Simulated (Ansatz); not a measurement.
Al2O3: pressure series

Take Al2O3 in the corundum structure (space group R-3c, No. 167; a = 4.7738 Å, c = 13.0147 Å (hexagonal axes)) as the base.

Cell and atoms are relaxed at each pressure.

Method: DFT with PBEsol, PAW potentials and a 420 eV plane-wave cutoff in Ansatz (an electronic-structure program), no spin-orbit coupling.

Candidates:
(a) pressure 4.5 GPa
(b) pressure −2 GPa
(c) pressure 2.1 GPa

For the base:

- Band gap = 6.03 eV

Problem. Order them by band gap, lowest first.

Solution. (b) pressure −2 GPa (5.93 eV), (c) pressure 2.1 GPa (6.13 eV), (a) pressure 4.5 GPa (6.24 eV)

Load acts through the strain it causes; cell and atoms are relaxed under it. Stability against distortions was not tested.
